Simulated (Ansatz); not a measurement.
Short convergence ladders for a (110) slab of TiTc (cut from a parent of space group no. 221; 10 atoms in the cell)

```yaml
crystal:
  lattice:
    - [3.10375, 0.00000, 0.00000]
    - [0.00000, 4.38937, 0.00000]
    - [0.00000, 0.00000, 22.77878]
  atoms:
    - { symbol: Ti, position: [0.50000, 0.50000, 0.30730] }
    - { symbol: Tc, position: [0.00000, 0.00000, 0.30730] }
    - { symbol: Ti, position: [0.50000, 0.00000, 0.40365] }
    - { symbol: Tc, position: [0.00000, 0.50000, 0.40365] }
    - { symbol: Ti, position: [0.50000, 0.50000, 0.50000] }
    - { symbol: Tc, position: [0.00000, 0.00000, 0.50000] }
    - { symbol: Ti, position: [0.50000, 0.00000, 0.59635] }
    - { symbol: Tc, position: [0.00000, 0.50000, 0.59635] }
    - { symbol: Ti, position: [0.50000, 0.50000, 0.69270] }
    - { symbol: Tc, position: [0.00000, 0.00000, 0.69270] }
```

Base method: PBEsol, default PAW files made with PBE (plane waves; Ansatz, a quantum-chemistry and plane-wave program).

Base settings: basis.ecutwfc = 500 eV; kpoints.mp_grid.grid = 5 4 1; hamiltonian.xc = pbesol; hamiltonian.pseudopotentials = {kind: paw} (the program's default PAW files); scf.occupations.method = fermi_dirac; scf.occupations.width = 0.1 eV.

The count of work is k-points × plane waves × bands × iterations; it is no time. Core times come from one kind of shared machine, to one figure; runs under 30 s give none.

**The vacuum**

The mesh stays at the base's, so the ladder's end is converged at best in this setting alone.

Only quantities that move along the ladder and can be compared are tabulated.

```csv
vacuum between outermost atoms (Å),free energy less the last step's (meV/atom),largest difference of a force vector from the last step's (eV/Å),count of work / last
3.0,-237.67,1.659,0.23
4.0,-84.69,0.776,0.28
5.0,-18.33,0.262,0.33
6.0,-1.98,0.046,0.38
7.0,0.05,0.010,0.38
8.0,0.09,0.003,0.43
10.0,0.02,0.000,0.45
12.0,0.01,0.000,0.54
14.0,0.00,0.000,0.59
17.0,0.00,0.000,0.66
20.0,0.00,0.000,0.74
25.0,0.00,0.000,0.87
30.0,0.00,0.000,1.0
```

Smallest vacuum between outermost atoms (Å) that holds the forces within 0.02 eV/Å of the last step, with all finer ones: 7.0, at 0.38 of the last step's count of work; the step before is off by 0.046 eV/Å.

Smallest vacuum between outermost atoms (Å) that holds the free energy within 5 meV/atom of the last step, with all finer ones: 6.0, at 0.38 of the last step's count of work; the step before is off by 18 meV/atom.

**The k-point mesh**

Only quantities that move along the ladder and can be compared are tabulated.

| kpoints.mp_grid.grid | free energy less the last step's (meV/atom) | largest difference of a force vector from the last step's (eV/Å) | count of work / last | core time / last (rough) |
|---|---|---|---|---|
| 2 2 1 | 226.77 | 0.862 | 0.026 | – |
| 3 2 1 | 9.68 | 0.300 | 0.029 | – |
| 4 3 1 | -25.02 | 0.203 | 0.040 | – |
| 5 4 1 | 10.97 | 0.094 | 0.064 | 0.08 |
| 6 4 1 | -5.36 | 0.060 | 0.086 | 0.1 |
| 7 5 1 | 1.70 | 0.039 | 0.086 | – |
| 8 6 1 | 1.00 | 0.020 | 0.14 | 0.3 |
| 9 7 1 | -0.16 | 0.013 | 0.14 | 0.2 |
| 11 8 1 | 0.55 | 0.006 | 0.21 | 0.4 |
| 12 9 1 | -0.41 | 0.005 | 0.25 | 0.3 |
| 14 10 1 | 0.32 | 0.005 | 0.34 | 0.6 |
| 17 12 1 | 0.14 | 0.001 | 0.45 | 0.5 |
| 20 14 1 | 0.06 | 0.001 | 0.63 | 1 |
| 23 17 1 | 0.04 | 0.001 | 0.77 | 0.8 |
| 27 19 1 | 0.00 | 0.000 | 1.0 | 1 |

Coarsest kpoints.mp_grid.grid that holds the free energy within 0.5 meV/atom of the last step, with all finer ones: 12 9 1, at 0.25 of the last step's count of work and about 0.3 of the last step's time; the step before is off by 0.55 meV/atom.

Coarsest kpoints.mp_grid.grid that holds the forces within 0.01 eV/Å of the last step, with all finer ones: 11 8 1, at 0.21 of the last step's count of work and about 0.4 of the last step's time; the step before is off by 0.013 eV/Å.

**The plane-wave cutoff**

The mesh stays at the base's, so the ladder's end is converged at best in this setting alone.

Only quantities that move along the ladder and can be compared are tabulated.

```csv
basis.ecutwfc,free energy less the last step's (meV/atom),largest difference of a force vector from the last step's (eV/Å),count of work / last
250 eV,3644.65,0.184,0.11
300 eV,825.39,0.086,0.17
350 eV,158.01,0.005,0.21
425 eV,8.43,0.004,0.28
500 eV,1.01,0.000,0.35
600 eV,0.72,0.000,0.47
750 eV,0.42,0.000,0.60
1000 eV,0.00,0.000,1.0
```

Coarsest basis.ecutwfc that holds the free energy within 2 meV/atom of the last step, with all finer ones: 500 eV, at 0.35 of the last step's count of work; the step before is off by 8.4 meV/atom.

Coarsest basis.ecutwfc that holds the forces within 0.005 eV/Å of the last step, with all finer ones: 425 eV, at 0.28 of the last step's count of work; the step before is off by 0.005 eV/Å.

On the base run: the starting cell comes from a database of computed structures (which also holds hypothetical and non-ambient phases and stackings), without a prior relaxation at this level. The slab is cut from that crystal, and its faces are unrelaxed. Its lattice was rescaled by up to half a per cent. Spin polarisation is off. Without a gap this mesh is coarse (it stands for a supercell whose shortest in-plane vector is 16 Å).

Left out of this page: 1 run of the series outside the window shown, repeating another row's setting, or not comparable.

Keys are those of Ansatz 0.2.
